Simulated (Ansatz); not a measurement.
Base system: C in the diamond structure (space group Fd-3m, No. 227).

```xyz
2
Lattice="0.0000 1.7659 1.7659 1.7659 0.0000 1.7659 1.7659 1.7659 0.0000" Properties=species:S:1:pos:R:3 pbc="T T T"
C      0.0000     0.0000     0.0000
C      0.8829     0.8829     0.8829
```

Cartesian axes are those of the cell as printed.

All numbers come from Ansatz (a first-principles code), LDA, PAW, cutoff 420 eV, without spin-orbit coupling.

The change: an isotropic linear strain of −1.50 %; the atoms relax in the strained cell.

**Question.** Predict the stress tensor and what it implies for the stiffness.

**Answer.** Stress of the strained cell less that of the base (GPa, compression positive):
```
  22.99    0.00    0.00
   0.00   22.99    0.00
   0.00    0.00   22.99
```

Then B = −ΔP/(ΔV/V₀) with ΔV/V₀ = -0.0443 gives secant stiffness values (nonlinear terms included at this strain): B ≈ 519 GPa.

As a check, the harmonic strain energy −½ V₀ Δσ:ε is 18 meV/atom; the computed energy rise is 17 meV/atom.

Whether these cells are dynamically stable was not tested.
